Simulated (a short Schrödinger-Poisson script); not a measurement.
System: gated Al0.4Ga0.6N/GaN polarisation-induced gas, at 300 K.

```tsv
layer	material	thickness (nm)	Na (cm⁻³)
1	Al0.4Ga0.6N	15	-
2	GaN	6000	3e14
```

The device is made up for the run: typed textbook-type constants, with dimensions and the other settings drawn at random. Al0.4Ga0.6N: permittivity 9.26, conduction-band edge (eV) 0.58, gap (eV) 4.258, electron mass (mₑ) 0.248, Nv at 300 K (cm⁻³) 4.6e19. GaN: permittivity 9.5, conduction-band edge (eV) 0, gap (eV) 3.43, Nv at 300 K (cm⁻³) 4.6e19.

Channel valleys (confinement mass, in-plane density-of-states mass, number): Γ 0.2, 0.2, 1. At the gate the conduction-band edge of layer 1 lies 1.36 eV − eVg above the Fermi level of the channel; the field vanishes at the back. Sheet of polarisation charge: +2e13 e/cm² at 15 nm from the gate. The barrier under the gate holds no holes. Gaps are held at their typed values at every temperature. Mesh 0.08 nm at interfaces.

Solved with a short Schrödinger-Poisson script written for these runs: 1D Poisson equation in equilibrium, electrons quantum, Hartree (BenDaniel-Duke, 40 states a valley, the channel's in-plane mass for all, wave functions free to enter the barrier), parabolic valleys, classical holes, full ionisation, no traps, pinning or gate leakage.

Question: List the lowest subbands of each valley and their electrons at Vg = 0.5 V.

Answer: 
| valley | subband | energy from the Fermi level (meV) | electrons (cm⁻²) | share (%) |
|---|---|---|---|---|
| Γ | 0 | -176.2 | 1.47e13 | 85.5 |
| Γ | 1 | -9.3 | 1.92e12 | 11.2 |
| Γ | 2 | 46.6 | 3.29e11 | 1.9 |

All electrons: 1.72e13 cm⁻².
